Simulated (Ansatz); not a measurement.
Start from SnSe2 in the CdI2 type structure (space group P-3m1, No. 164; a = 3.840 Å, c = 6.007 Å; layered, stacked along the Cartesian z axis). Axes: x lies along a and z along c of the hexagonal cell.

Level of theory: Kohn–Sham DFT with the PBE-D3(BJ) functional, run in Ansatz (a quantum-chemistry and plane-wave program) with PAW and 420 eV plane waves, spin-orbit coupling left out.

For the base:

The band gap is 0.36 eV.

Modification: uniaxial strain ε_zz = −1.50 %, all other strain components held at zero; the atoms relax in the strained cell.

Task: What does the calculation give for the stress, energy relative to the base, band gap and largest internal atomic displacement after the change?

Result: The stress (xx, yy, zz, yz, xz, xy; compression positive) is (0.30, 0.30, 0.50, 0.00, 0.00, 0.00) GPa; the energy grows by 0.6 meV/atom; the band gap falls by 0.105 eV to 0.26 eV; the largest internal atomic displacement comes out as 0.021 Å.

Whether these cells are dynamically stable was not tested. A zero or small gap of SnSe2 under uniaxial strain ε_zz = −1.50 % can be the functional's error rather than a property of the material.
